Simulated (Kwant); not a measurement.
System: stadium cavity between two wires in a In0.53Ga0.47As two-dimensional gas. Effective mass 0.041 mₑ, grid spacing 5 nm, hard walls, nominal width 60 nm (11 grid rows, so walls 60 nm apart), one parabolic valley, scattering region 450 nm long along x; energies count from the band bottom; Fermi energy swept from 0.0020381 to 0.030572 eV. Cavity of radius 97 nm, straight part 97 nm, centre moved sideways by 39 nm.

Constants are typed, rounded textbook-type inputs, not results; the design itself was drawn at random and stands for no fabricated device.

Model: effective-mass tight-binding model on a square grid, one spin, coherent transport at 0 K (Kwant). Conductance is in e²/h.

Question: How many channels do the leads carry at E = 16.4, 26.5 meV?

Answer: The hard-wall thresholds are n² ħ²π²/(2mW²) = n² × 2.55 meV with W = 60 nm. √(16.4/2.55) = 2.54, so 2. √(26.5/2.55) = 3.22, so 3.
